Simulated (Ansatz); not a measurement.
End structure of the (000-1) surface of 4H silicon carbide, C-terminated, NH2 on every top atom (bottom of the slab: 1 H on 1 bottom site):

```
CELL_PARAMETERS angstrom
      3.09409     0.00000     0.00000
     -1.54704     2.67956     0.00000
      0.00000     0.00000    28.00000
ATOMIC_POSITIONS crystal
  Si 0.66667 0.33333 0.34295
  C  0.00000 0.00000 0.36560
  Si 0.99998 0.99997 0.43323
  C  0.33331 0.66663 0.45577
  Si 0.33322 0.66644 0.52367
  C  0.99992 0.99985 0.54640
  Si 0.99404 0.98809 0.61406
  C  0.66068 0.32136 0.63732
  H  0.66667 0.33334 0.28938
  N  0.65086 0.30171 0.69169
  H  0.00952 0.51989 0.70337
  H  0.51037 0.51989 0.70337
```

Set-up: 12 atoms, 11.8 Å thick at the start with caps and adatoms (thin: gaps and levels are the slab's own); mesh 6x6x1; 0.025 eV smearing; dipole correction on; single point; on the structure that PBE left under its start's symmetry; no spin, no spin-orbit, no U. It is one candidate, not shown to be the stable structure of the face.

Problem. Give the gap of the slab on its k-mesh at the level HSE06, at the PBE geometry (Ansatz, a program for electronic structure).

Solution. 2.31 eV

Problem. Estimate the highest filled level below the top vacuum level that HSE06, at the PBE geometry returns for this input.

Solution. 4.61 eV
